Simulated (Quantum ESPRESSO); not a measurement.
A working Quantum ESPRESSO input for ScCoP (Pnma, 12 atoms in the cell) (DFT, PBEsol, plane waves, GBRV 1.5 ultrasoft (PBESOL) pseudopotentials):

```fortran
&CONTROL
   calculation = 'scf',
   prefix = 'run',
   outdir = './tmp',
   pseudo_dir = './',
   tprnfor = .true.,
   tstress = .true.,
/
&SYSTEM
   ibrav = 8,
   A = 6.265240000,
   B = 3.789230000,
   C = 6.934670000,
   nat = 12,
   ntyp = 3,
   ecutwfc = 50,
   ecutrho = 400,
   occupations = 'smearing',
   smearing = 'gauss',
   degauss = 0.019992,
   nspin = 2,
   starting_magnetization(2) = 0.176,
/
&ELECTRONS
   conv_thr = 1.0d-10,
   mixing_beta = 0.3,
/
ATOMIC_SPECIES
Sc    44.9559  sc_pbesol_v1.uspp.F.UPF
Co    58.9332  co_pbesol_v1.2.uspp.F.UPF
P     30.9738  p_pbesol_v1.5.uspp.F.UPF
ATOMIC_POSITIONS {crystal}
Sc    0.510480000    0.250000000    0.688570000
Sc    0.489520000    0.750000000    0.311430000
Sc    0.989520000    0.750000000    0.188570000
Sc    0.010480000    0.250000000    0.811430000
Co    0.650440000    0.250000000    0.061760000
Co    0.349560000    0.750000000    0.938240000
Co    0.849560000    0.750000000    0.561760000
Co    0.150440000    0.250000000    0.438240000
P     0.782050000    0.250000000    0.386450000
P     0.217950000    0.750000000    0.613550000
P     0.717950000    0.750000000    0.886450000
P     0.282050000    0.250000000    0.113550000
K_POINTS {automatic}
3 5 3  0 0 0
```

The run converged in 27 iterations: free energy E − TS -22219.1050 eV; Fermi level (on the code's own zero) 14.50 eV; pressure -6.25 GPa; largest force (vector length) 0.194 eV/Å; size of the cell's spin moment 0.00 μB. Each of these slips is then made, one at a time:

(1)
```diff
-   nspin = 2,
-   starting_magnetization(2) = 0.176,
```

(2)
```diff
-   degauss = 0.019992,
+   degauss = 0.3,
```

Problem. What happens in each case?

Solution. 
(1) No spin polarisation for a cell with magnetic atoms. The run converged in 22 iterations, and against the sound input the free energy is nearly the same (within 1 meV/atom), the pressure stays at -6.25 GPa and the largest force stays at 0.194 eV/Å.

(2) A smearing width that is far too large. The run converged in 23 iterations without an error; against the sound input the free energy falls by 2.68 eV/atom, the pressure goes from -6.25 to 18.83 GPa and the largest force goes from 0.194 to 0.907 eV/Å.

The starting cell comes from a database of computed structures (which also holds hypothetical and non-ambient phases and stackings), without a prior relaxation at this level. The starting moments vanished: the run ended non-magnetic, which need not be the lowest state. In the base run, with a pressure of about -6 GPa the cell is away from its equilibrium volume at this level. Without a gap this mesh is coarse (it stands for a supercell whose shortest vector is 19 Å).

Left out of this page: 4 runs of the series outside the window shown, repeating another row's setting, or not comparable.
